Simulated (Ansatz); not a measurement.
# AuPb₂ (I4/mcm, No. 140, 6 atoms in the cell; start mp-22795)

The numbers are results of PBEsol in Ansatz (plane waves, PAW), not measurements.

Run with plane-wave cutoff 520 eV, 12×12×12 k mesh, Fermi–Dirac smearing 0.05 eV, scalar-relativistic PAW data made under PBE.

Cell (relaxed at this level):

```xyz
6
Lattice="-3.6571 3.6573 2.8448 3.6571 -3.6573 2.8448 3.6571 3.6573 -2.8448" Properties=species:S:1:pos:R:3 pbc="T T T"
Pb     1.1678     1.1679     0.0000
Pb     2.4893     2.4894     2.8448
Pb     4.8250     2.4894     0.0000
Pb    -1.1678     1.1679     2.8448
Au     0.0000     3.6573     1.4224
Au     3.6571     0.0000     1.4224
```

```
Property                 Value
---------------  -------------
band gap         zero (no gap)
bulk modulus B0       68.5 GPa
```

Note: the relaxation could not lower the start's symmetry, so the cell can be a saddle point above a distorted one; the bulk modulus is −V dP/dV from two relaxed cells at ±2 % in volume.

Spin–orbit coupling is not included; it can shift volumes and moduli of such heavy elements.

The computed numbers hold no vibrational or temperature effects.

A start named mp-… is a Materials Project structure, which need not be a measured phase.

Ansatz is a quantum-chemistry and plane-wave program.
